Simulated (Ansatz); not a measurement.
Take GaN in the wurtzite structure (space group P6_3mc, No. 186; a = 3.152 Å, c = 5.138 Å) as the base. Axes: x lies along a and z along c of the hexagonal cell.

Method: LDA, PAW, 420 eV (Ansatz, a program for electronic structure; scalar-relativistic without spin-orbit coupling).

Base values:

```
Property                             Result
---------------------  --------------------
Valence-band top at Γ  0.00, 0.00, -0.05 eV
Band gap                            2.13 eV
Pressure                           0.00 GPa
Gap character                   direct at Γ
```

The change: biaxial strain +1.20 %, plane normal [001], relaxed out of plane (Cartesian); in-plane vectors clamped, the third vector and the atoms free.

### Question
What happens to the out-of-plane strain, valence-band top at Γ, band gap, pressure and gap character?

### Answer
The out-of-plane strain comes out as -0.59 %; the valence-band top at Γ (three highest levels, from the VBM) goes from 0.00, 0.00, -0.05 eV to 0.00, -0.05, -0.05 eV; the band gap decreases by 0.12 eV to 2.01 eV; the pressure (mean of the normal stresses, compression positive) goes from zero to -3.49 GPa; the gap character is still direct at Γ.

Whether these cells are dynamically stable was not tested.
